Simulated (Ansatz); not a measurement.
The parent structure is MgB₂ (space group I4/mmm, No. 139; a = 2.664 Å, c = 8.354 Å; a hypothetical phase, not in the database extracts checked; relaxed with 0.1 eV smearing). Axes: x, y, z lie along a, b, c of the conventional cell.

All numbers come from Ansatz (a first-principles code) PBEsol, without spin-orbit coupling.

Base values:

* **Pressure**: 0.0 GPa

Modification: uniaxial strain ε_zz = +3.72 %, all other strain components held at zero, atoms relaxed at fixed cell.

Problem. Estimate the effect on the largest internal atomic displacement, energy relative to the base and pressure.

Solution. The largest internal atomic displacement is 0.013 Å; the energy grows by 9.5 meV/atom; the pressure (mean of the normal stresses, compression positive) goes from zero to -3.7 GPa.

Whether these cells are dynamically stable was not tested. The final runs are not spin-polarised.
